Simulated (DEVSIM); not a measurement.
Device: abrupt Si p-n junction, at 400 K.

| layer (left to right) | material | thickness (μm) | Nd (cm⁻³) | Na (cm⁻³) | τn (s) | τp (s) |
|---|---|---|---|---|---|---|
| 1 | Si | 13.0 | - | 5.8e15 | 7.5e-5 | 7.5e-5 |
| 2 | Si | 5.40 | 8.8e16 | - | 7.5e-5 | 7.5e-5 |

Left contact: ohmic. Right contact: ohmic. Voltage is applied to the left contact. Recombination: SRH at mid-gap, Auger. Gap narrowing is on: ΔEg = 6.92 meV × (l + √(l² + 0.5)), l = ln(N/1.3e17 cm⁻³), shared equally by both band edges. Mobility is constant in doping. Where it depends on doping, it is μmin + (μ − μmin)/(1 + (N/Nref)^α).

The device is made up for the run: typed textbook-type constants, with dimensions and the other settings drawn at random. Values at 300 K; Nc and Nv go as T^1.5, mobilities as T to minus their exponent, the gap by Varshni's rule with the affinity fixed. The table also holds parameters that only a changed run uses.

```csv
parameter,Si
gap (eV),1.124
affinity (eV),4.05
permittivity,11.7
Nc (cm⁻³),2.86e19
Nv (cm⁻³),3.1e19
μn (cm²/Vs),1417
μp (cm²/Vs),470
"μn,min",52
"μp,min",45
"Nref,n",9.7e16
"Nref,p",2.2e17
αn,0.68
αp,0.72
T exponent of μn,2.3
T exponent of μp,2.2
Cn (cm⁶/s),2.8e-31
Cp (cm⁶/s),9.9e-32
Varshni α (eV/K),0.000473
Varshni β (K),636
```

Simulated with DEVSIM: 1D drift-diffusion, Boltzmann statistics, complete ionisation; no tunnelling, impact ionisation, image-force lowering or self-heating.

Base results: dark forward voltage at 1 A/cm² (V) 0.376; dark forward voltage at 100 A/cm² (V) 0.588; potential step across the device at zero bias (V) 0.570; largest field in the device at zero bias (V/cm) 31000.

### Question
What follows from this one change: doping Na of layer 1 5.8e+15 → 1.7e+16 cm^-3?

### Answer
dark forward voltage at 1 A/cm² 0.376 → 0.409 V; dark forward voltage at 100 A/cm² 0.588 → 0.599 V; potential step across the device at zero bias 0.570 → 0.607 V; largest field in the device at zero bias 31000 → 49000 V/cm.

### Question
What follows from this one change: doping-dependent mobility in place of the constant one?

### Answer
dark forward voltage at 1 A/cm² 0.376 → 0.381 V; dark forward voltage at 100 A/cm² 0.588 → 0.597 V; potential step across the device at zero bias little changed (0.570 V); largest field in the device at zero bias little changed (31000 V/cm).
